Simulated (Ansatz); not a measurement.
The parent structure is HfS2 in the CdI2 type structure (space group P-3m1, No. 164; a = 3.6057 Å, c = 5.7676 Å; layered, stacked along the Cartesian z axis). Axes: x lies along a and z along c of the hexagonal cell.

All numbers come from PBE-D3(BJ), PAW, 420 eV (Ansatz, a program for electronic structure; without spin-orbit coupling).

Modification: the cell is scaled by 0.9800 in all directions; the atoms relax in the strained cell.

Predict the stress tensor and what it implies for the stiffness.

Stress of the strained cell less that of the base (GPa, compression positive):
```
   3.99    0.00    0.00
   0.00    3.99    0.00
   0.00    0.00    1.59
```

Then B = −ΔP/(ΔV/V₀) with ΔV/V₀ = -0.0588 gives secant stiffness values (nonlinear terms included at this strain): B (at held cell shape, above the free-shape value) ≈ 54 GPa.

As a check, the harmonic strain energy −½ V₀ Δσ:ε is 13 meV/atom; the computed energy rise is 12 meV/atom.

No phonon test of stability was made.
